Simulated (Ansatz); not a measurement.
How the lattice constant a of WRe3 (I4/mmm, No. 139, 4 atoms in the cell; start mp-974416) moves with the method

No measured value is used here.

| level (code) | value (Å) |
|---|---|
| LDA (Ansatz) | 3.885 |
| PBEsol (Ansatz) | 3.906 |
| r²SCAN (Ansatz) | 3.920 |

Density-functional levels without +SOC have no spin–orbit coupling. LDA, PBEsol, r²SCAN: the run has no spin polarisation, so it can have missed a magnetic state. LDA, PBEsol, r²SCAN: the relaxation could not lower the start's symmetry, so the cell can be a saddle point above a distorted one. Cutoffs differ between the levels. Ansatz's density-functional and Hartree–Fock values are scalar-relativistic unless marked +SOC, with PAW data made under PBE.

A start named mp-… is a Materials Project structure, which need not be a measured phase.

Ansatz is a program for electronic structure.
